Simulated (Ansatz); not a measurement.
# Electron-phonon data for TiC (Fm-3m)

Input:

```yaml
crystal:
  lattice:
    - [0.00000, 2.08091, 2.08091]
    - [2.08091, 0.00000, 2.08091]
    - [2.08091, 2.08091, 0.00000]
  atoms:
    - { symbol: Ti, position: [0.00000, 0.00000, 0.00000] }
    - { symbol: C, position: [0.50000, 0.50000, 0.50000] }
```

Computed with PBEsol, DFPT electron-phonon coupling, linearised Boltzmann equation (plane waves, PAW, scalar-relativistic; Ansatz, a first-principles code). Condition of this run: hydrostatic pressure 30 GPa (the target of the relaxation). Geometry: relaxed with this functional, without spin-orbit coupling, then loaded as said.

```yaml
resistivity at 300 K: 8.3 μΩ·cm
resistivity at 77 K: 0.183 μΩ·cm
electron mean free path at 300 K (weighted by the current that each state carries): 32 nm
electron-phonon coupling λ: 0.164
transport coupling λ_tr: 0.178
logarithmic_mean_phonon_energy: 58 meV
drude_plasma_energy: 3.7 eV
```

A metal at this level (no band gap). Only scattering by harmonic phonons is included (no impurities, grain boundaries, electron-electron scattering or thermal expansion). Spin-orbit coupling is left out. Halving the electron mesh (36x36x36) moves the resistivity by up to 2 % at 300 K, the mean free path by up to 10 %, the coupling by up to 6 %. Smearing 0.20 eV; phonons on a 6x6x6 q mesh, which this run doesn't test and which matters most at low temperature.
